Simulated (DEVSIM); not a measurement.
## Schottky contact on n-type Ge

Device: Schottky contact on n-type Ge, at 300 K.

| layer (left to right) | material | thickness (μm) | Nd (cm⁻³) | τn (s) | τp (s) |
|---|---|---|---|---|---|
| 1 | Ge | 1.50 | 4.4e15 | 0.00011 | 0.00011 |

Left contact: Schottky, work function 4.31 eV, emission velocity 5.9e6 cm/s. Right contact: ohmic. Voltage is applied to the left contact. Recombination: SRH at mid-gap. Mobility is μmin + (μ − μmin)/(1 + (N/Nref)^α).

The device is made up for the run: typed textbook-type constants, with dimensions and the other settings drawn at random. Values at 300 K.

```csv
parameter,Ge
gap (eV),0.664
affinity (eV),4
permittivity,16
Nc (cm⁻³),1.04e19
Nv (cm⁻³),6e18
μn (cm²/Vs),3900
μp (cm²/Vs),1900
"μn,min",150
"μp,min",100
"Nref,n",2.6e17
"Nref,p",4e17
αn,0.56
αp,0.6
```

Model (solved in DEVSIM): 1D drift-diffusion, Boltzmann statistics, complete ionisation; no tunnelling, impact ionisation, image-force lowering or self-heating. Metal contacts follow the ideal Schottky-Mott rule: no Fermi-level pinning, no interface dipoles.

| Quantity | Result |
|---|---|
| Potential step across the device at zero bias | 0.109 V |
| Largest field in the device at zero bias | 9100 V/cm |

Dark reverse current:

| V (V) | J (A/cm²) |
|---|---|
| -0.04 | -40 |
| -0.10 | -52 |
| -0.20 | -55 |
| -0.30 | -56 |
| -0.40 | -57 |
| -0.60 | -57 |
| -0.80 | -58 |
| -1.00 | -58 |
| -1.30 | -58 |
| -1.60 | -59 |
| -2.00 | -59 |

Small-signal capacitance in reverse bias (quasi-static):

| V (V) | C (nF/cm²) |
|---|---|
| -0.04 | 62.1 |
| -0.1 | 52.3 |
| -0.2 | 42.2 |
| -0.3 | 36.2 |
| -0.4 | 32.2 |
| -0.6 | 27.1 |
| -0.8 | 23.8 |
| -1 | 21.5 |
| -1.3 | 19.0 |
| -1.6 | 17.2 |
| -2 | 15.5 |
